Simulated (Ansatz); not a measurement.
The parent structure is Re in the hcp (Mg type) structure (space group P6_3/mmc, No. 194; a = 2.7764 Å, c = 4.4809 Å; relaxed with 0.1 eV smearing). Axes: x lies along a and z along c of the hexagonal cell.

Level of theory: Ansatz (a quantum-chemistry and plane-wave program), PBE, PAW, cutoff 420 eV, without spin-orbit coupling.

Perturbation: uniaxial strain ε_zz = −1.50 %, all other strain components held at zero; the atoms relax in the strained cell.

### Question
Predict the stress tensor and what it implies for the stiffness.

### Answer
Stress of the strained cell less that of the base (GPa, compression positive):
```
    3.6     0.0     0.0
    0.0     3.6     0.0
    0.0     0.0    10.3
```

Then −Δσ_ii/ε with ε = -0.0150 gives secant stiffness values (nonlinear terms included at this strain): C33 ≈ 688 GPa, C13 ≈ 237 GPa and C23 ≈ 237 GPa.

As a check, the harmonic strain energy −½ V₀ Δσ:ε is 7.2 meV/atom; the computed energy rise is 7.1 meV/atom.

Whether these cells are dynamically stable was not tested. All final runs are without spin polarisation.
